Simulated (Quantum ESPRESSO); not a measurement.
The steps of a band-structure calculation for MgAu₂F₁₂ (P-4m2, 15 atoms in the cell) with Quantum ESPRESSO.

Computed with PBEsol, PseudoDojo standard norm-conserving (PBESOL) pseudopotentials (plane waves; Quantum ESPRESSO).

Step 1 (scf):

```fortran
&CONTROL
  calculation = 'scf',
  prefix = 'mg(auf6)2',
  outdir = './work',
  pseudo_dir = './',
  tprnfor = .true.,
  tstress = .true.,
/
&SYSTEM
  ibrav = 0,
  celldm(1) = 11.35333094,
  nat = 15,
  ntyp = 3,
  ecutwfc = 85,
  occupations = 'smearing',
  smearing = 'gauss',
  degauss = 0.00147,
/
&ELECTRONS
  conv_thr = 1.0d-10,
  mixing_beta = 0.7,
/
ATOMIC_SPECIES
Mg    24.3050  Mg.upf
Au   196.9666  Au.upf
F     18.9984  F.upf
ATOMIC_POSITIONS {crystal}
Mg    0.00000000    0.00000000    0.00000000
Au    0.00000000    0.50000000    0.21629000
Au    0.50000000    0.00000000    0.78371000
F     0.24177000    0.20432000    0.80064000
F     0.20432000    0.75823000    0.19936000
F     0.75823000    0.79568000    0.80064000
F     0.79568000    0.24177000    0.19936000
F     0.75823000    0.20432000    0.80064000
F     0.79568000    0.75823000    0.19936000
F     0.24177000    0.79568000    0.80064000
F     0.20432000    0.24177000    0.19936000
F     0.00000000    0.50000000    0.49113000
F     0.50000000    0.00000000    0.50887000
F     0.00000000    0.50000000    0.93968000
F     0.50000000    0.00000000    0.06032000
K_POINTS {automatic}
2 2 1  1 1 1
CELL_PARAMETERS {alat}
   1.00000000     0.00000000     0.00000000
   0.00000000     1.00000000     0.00000000
   0.00000000     0.00000000     1.17993520
```

Step 2 (bands):

```fortran
&CONTROL
  calculation = 'bands',
  prefix = 'mg(auf6)2',
  outdir = './work',
  pseudo_dir = './',
  verbosity = 'high',
/
&SYSTEM
  ibrav = 0,
  celldm(1) = 11.35333094,
  nat = 15,
  ntyp = 3,
  ecutwfc = 85,
  occupations = 'smearing',
  smearing = 'gauss',
  degauss = 0.00147,
  nbnd = 79,
/
&ELECTRONS
  conv_thr = 1.0d-10,
  startingwfc = 'random',
  diago_thr_init = 1.0d-6,
/
ATOMIC_SPECIES
Mg    24.3050  Mg.upf
Au   196.9666  Au.upf
F     18.9984  F.upf
ATOMIC_POSITIONS {crystal}
Mg    0.00000000    0.00000000    0.00000000
Au    0.00000000    0.50000000    0.21629000
Au    0.50000000    0.00000000    0.78371000
F     0.24177000    0.20432000    0.80064000
F     0.20432000    0.75823000    0.19936000
F     0.75823000    0.79568000    0.80064000
F     0.79568000    0.24177000    0.19936000
F     0.75823000    0.20432000    0.80064000
F     0.79568000    0.75823000    0.19936000
F     0.24177000    0.79568000    0.80064000
F     0.20432000    0.24177000    0.19936000
F     0.00000000    0.50000000    0.49113000
F     0.50000000    0.00000000    0.50887000
F     0.00000000    0.50000000    0.93968000
F     0.50000000    0.00000000    0.06032000
K_POINTS {crystal_b}
12
  0.00000000   0.00000000   0.00000000   5  ! G
  0.00000000   0.50000000   0.00000000   5  ! X
  0.50000000   0.50000000   0.00000000   7  ! M
  0.00000000   0.00000000   0.00000000   4  ! G
  0.00000000   0.00000000   0.50000000   5  ! Z
  0.00000000   0.50000000   0.50000000   5  ! R
  0.50000000   0.50000000   0.50000000   7  ! A
  0.00000000   0.00000000   0.50000000   1  ! Z
  0.00000000   0.50000000   0.00000000   4  ! X
  0.00000000   0.50000000   0.50000000   1  ! R
  0.50000000   0.50000000   0.00000000   4  ! M
  0.50000000   0.50000000   0.50000000   1  ! A
CELL_PARAMETERS {alat}
   1.00000000     0.00000000     0.00000000
   0.00000000     1.00000000     0.00000000
   0.00000000     0.00000000     1.17993520
```

Step 3 (bands.x):

```fortran
&BANDS
  prefix = 'mg(auf6)2',
  outdir = './work',
  filband = 'bands.dat',
  lsym = .false.,
/
```

Output of bands (abridged):

```
     Atomic positions and unit cell read from directory:
     ./work/mg(auf6)2.save/

     Message from routine setup:
     using ibrav=0 with symmetry is DISCOURAGED, use correct ibrav instead
     G-vector sticks info
     --------------------
     sticks:   dense  smooth     PW     G-vecs:    dense   smooth      PW
     Sum        3505    3505    965               182959   182959   26341

     bravais-lattice index     =            0
   [... lines left out ...]
     unit-cell volume          =    1726.7444 (a.u.)^3
   [... lines left out ...]
    -5.4501  -5.2796  -5.2796  -5.0177  -3.9535  -3.9535  -3.7177  -3.7177
    -3.3745  -3.0577  -2.6311  -2.6311  -2.4410  -2.3460  -1.9920  -1.9920
    -1.9330  -1.7570  -1.7324  -1.7280  -1.7280  -1.5019  -1.4761  -1.4761
    -1.4688  -1.3398  -1.3398  -1.3322  -1.1857  -1.1857  -0.5351  -0.5351
    -0.3191  -0.3191   1.2173   1.2246   1.2264   1.7989   5.4566   7.9395
     8.3971  10.4173  10.4942  10.4942  11.1140  11.2736  11.5934

          k = 0.0000 0.1000 0.0000 ( 22887 PWs)   bands (ev):

  -107.3362-107.3362 -74.0008 -58.6661 -58.6661 -58.4559 -58.4559 -58.3738
   -58.3738 -40.9067 -40.9067 -40.8890 -21.9002 -21.6584 -21.3328 -21.3202
   -21.2645 -21.1838 -21.0893 -21.0430 -21.0166 -20.8907 -20.3712 -20.3607
    -6.9676  -6.6521  -6.6283  -6.5458  -6.0369  -5.7957  -5.7878  -5.6752
    -5.4345  -5.2780  -5.2758  -5.0213  -3.9415  -3.9122  -3.7244  -3.6949
    -3.3638  -3.0597  -2.7068  -2.6296  -2.4257  -2.3422  -2.0205  -1.9957
    -1.9198  -1.8119  -1.7398  -1.6948  -1.6847  -1.5349  -1.4964  -1.4720
    -1.4347  -1.3473  -1.3397  -1.3277  -1.2001  -1.1937  -0.5360  -0.5321
    -0.3275  -0.3267   1.2134   1.2309   1.2429   1.7936   5.5130   7.9293
     8.3705  10.3239  10.4329  10.5352  11.1526  11.3664  11.5953

   [... 47 blocks of this kind left out ...]
```

Output of bands.x (abridged):

```
     Reading xml data from directory:

     ./work/mg(auf6)2.save/

     G-vector sticks info
     --------------------
     sticks:   dense  smooth     PW     G-vecs:    dense   smooth      PW
     Sum        3505    3505    965               182959   182959   26341

     Reading collected, re-writing distributed wavefunctions
     high-symmetry point:  0.0000 0.0000 0.0000   x coordinate   0.0000
     high-symmetry point:  0.0000 0.5000 0.0000   x coordinate   0.5000
     high-symmetry point:  0.5000 0.5000 0.0000   x coordinate   1.0000
     high-symmetry point:  0.0000 0.0000 0.0000   x coordinate   1.7071
     high-symmetry point:  0.0000 0.0000 0.4238   x coordinate   2.1309
     high-symmetry point:  0.0000 0.5000 0.4238   x coordinate   2.6309
     high-symmetry point:  0.5000 0.5000 0.4238   x coordinate   3.1309
     high-symmetry point:  0.0000 0.0000 0.4238   x coordinate   3.8380
     high-symmetry point:  0.0000 0.5000 0.0000   x coordinate   3.8380
     high-symmetry point:  0.0000 0.5000 0.4238   x coordinate   4.2617
     high-symmetry point:  0.5000 0.5000 0.0000   x coordinate   4.2617
     high-symmetry point:  0.5000 0.5000 0.4238   x coordinate   4.6855

     Plottable bands (eV) written to file bands.dat.gnu
     Bands written to file bands.dat

   JOB DONE.
```

The starting cell comes from a database of computed structures (which also holds hypothetical and non-ambient phases and stackings), without a prior relaxation at this level. Its lattice was rescaled by a random factor within 2.5 % of one. A gap from so coarse a mesh is left out.
